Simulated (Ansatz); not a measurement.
Levels about the gap of amorphous Al$_{28}$O$_{42}$ (70 atoms in a cell of 823 Å³, 2.88 g/cm³; zone centre alone, so wide bands show as single levels with stretches between that a denser mesh fills), at the geometry that PBE relaxed, where it gives -1.3 GPa on a denser mesh. The participation number counts the atoms over which a state spreads; weights are charges in smoothed Voronoi cells. The levels come from a single point, so bond lengths are those of that geometry. Method of the levels: r2SCAN, scalar-relativistic without spin-orbit coupling (Ansatz, a quantum-chemistry and plane-wave program). Sampling: the zone centre alone; Fermi-Dirac width 0.02 eV; no spin polarisation. At PBE the levels at the filled edge of the gap are localised (band-tail or defect states), and the nearest spread-out levels lie 3.6 eV apart at the zone centre.

A CHGNet melt-quench gave the starting glass, which DFT then relaxed. O atoms were pushed apart under 1.9 Å during the dynamics, to hinder bonds among them. The hot cell started wider than the set density and was brought back towards it in steps. It is the lowest in DFT energy of 2 quenches. It is a model cell: composition and starting density were chosen by hand, and all elements were melted together. No dispersion term was used. Its density started from a set value of 2.88 and ended at 2.88 g/cm³. The simulated quench (nominally 690 K/ps over its main leg) is rapid and tends to freeze in more defects than a deposited or slowly cooled glass has. Values belong to this one cell and scatter from quench to quench. The volume was held where the preparation left it and the shape relaxed, at a PBE pressure of -1.3 GPa (tension). Stress components on the final sampling reach 1.4 GPa.

```tsv
E - E(highest filled), eV	filling	participation number	largest on	weight O	weight Al
-0.54	filled	8.9	O, 3 neighbours	0.95	0.05
-0.45	filled	11.9	O, 2 neighbours	0.94	0.06
-0.40	filled	14.8	O, 2 neighbours	0.95	0.05
-0.31	filled	10.3	O, 3 neighbours	0.95	0.05
-0.12	filled	5.4	O, 2 neighbours	0.94	0.06
-0.03	filled	5.1	O, 2 neighbours	0.95	0.05
0.00	filled	2.7	O, 2 neighbours	0.95	0.05
3.86	empty	64.1	Al, 4 neighbours	0.59	0.41
5.88	empty	19.6	Al, 4 neighbours	0.58	0.42
5.98	empty	43.5	O, 3 neighbours	0.58	0.42
6.24	empty	36.1	Al, 5 neighbours	0.62	0.38
6.40	empty	35.4	Al, 4 neighbours	0.61	0.39
6.53	empty	41.7	Al, 4 neighbours	0.64	0.36
6.58	empty	36.4	Al, 4 neighbours	0.58	0.42
```

Most localised among these is the filled level at +0.00 eV, on a O atom, which has 2 neighbours (Al 1.70 Å, Al 1.70 Å).
